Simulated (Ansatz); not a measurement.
**CoPdO2, response to strain**

Base system: CoPdO₂ (space group R-3m, No. 166; not spin-polarised; relaxed with 0.1 eV smearing).

```
CELL_PARAMETERS angstrom
      1.41263     0.81558     5.92060
     -1.41263     0.81558     5.92060
      0.00000    -1.63116     5.92060
ATOMIC_POSITIONS crystal
  Pd 0.00000 0.00000 0.00000
  Co 0.50000 0.50000 0.50000
  O  0.11269 0.11269 0.11269
  O  0.88731 0.88731 0.88731
```

Strains are applied to the cell and any free atomic positions relax.

Method: r2SCAN/PAW in Ansatz (a first-principles code), scalar-relativistic without spin-orbit coupling, earlier PAW set.

Notes on the quantities. energy relative to the base: free energy F.

| isotropic strain (%) | energy relative to the base (meV/atom) |
|---|---|
| -3.53 | 96.3 |
| -3.19 | 77.6 |
| -1.51 | ? |
| 0 | 0.0 |
| 1.13 | 8.2 |

Problem. Fit ΔE = Aε² + Bε³ (ε in %) to the rows shown and predict the withheld row.

Solution. Least squares on the printed values gives A = 6.72 and B = -0.28 meV/atom (largest residual 0.0 meV/atom); this predicts 16.3 meV/atom, and the run gives 16.3 meV/atom, in agreement.

Stability against distortions was not tested. Seeded moments were not kept for the base. No Hubbard U is applied and the magnetic state is the run's own (CoPdO2 not spin-polarised; CoPdO2 non-magnetic); other magnetic orders, which need larger cells, were not tried and can change the gap. All final runs are without spin polarisation. An odd electron count without spin: CoPdO2.
